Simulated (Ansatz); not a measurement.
# RbCl: element substitutions

Base system: RbCl in the CsCl type structure (space group Pm-3m, No. 221; a = 3.8872 Å).

Each row replaces one element on all its sites; cell and atoms are relaxed.

All numbers come from PBEsol/PAW in Ansatz (a quantum-chemistry and plane-wave program), scalar-relativistic without spin-orbit coupling.

**Question.** Only one of these has no band gap. Which?
(A) Cl → Br
(B) Rb → K
(C) Cl → P

**Answer.** C, Cl → P. Computed: Rb → K: 4.96 eV; Cl → Br: 4.04 eV; Cl → P: zero

Stability against distortions was not tested. As relaxed here, RbP is a hypothetical phase, not in the database extracts checked. For RbBr in this form, whether it has been made was not checked. All final runs are without spin polarisation. This is not the structure that KCl has at room temperature and ambient pressure. This is not the structure that RbCl has at room temperature and ambient pressure. This is not the structure that RbBr has at room temperature and ambient pressure.
